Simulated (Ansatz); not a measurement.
Consider WSe2 (space group P6_3/mmc, No. 194; a = 3.230 Å, c = 12.411 Å; layered, stacked along the Cartesian z axis). Axes: x lies along a and z along c of the hexagonal cell.

Calculations: DFT with PBEsol-D3(BJ), PAW potentials and a 420 eV plane-wave cutoff in Ansatz (an electronic-structure program), no spin-orbit coupling.

Strains are applied to the cell and any free atomic positions relax.

One change was made to it. Results:

```csv
quantity,base,after
"valence-band top at Γ (three highest levels, from the VBM)","0.00, -0.78, -1.48 eV","0.00, -0.87, -1.41 eV"
hole mass,"1.5 mₑ along c, 0.60 mₑ across (at Γ)","1.3 mₑ along z, 0.67 mₑ across (at Γ)"
energy relative to the base (free energy F),0 meV/atom,+0.8 meV/atom
smallest direct gap,1.65 eV,1.70 eV
```

Question: Which of these changes matches the shifts?
A. uniaxial strain ε_zz = +1.20 %
B. uniaxial strain ε_zz = +3.00 %
C. uniaxial strain ε_zz = +2.40 %

Answer: A, uniaxial strain ε_zz = +1.20 %. For comparison, the valence-band top at Γ in the other runs: uniaxial strain ε_zz = +3.00 % gives 0.00, -0.99, -1.31 eV; uniaxial strain ε_zz = +2.40 % gives 0.00, -0.95, -1.34 eV.

Spin-orbit coupling, missing from the scalar runs, can matter with W. Effective masses come from finite differences of ±0.01 Å⁻¹. No phonon test of stability was made.
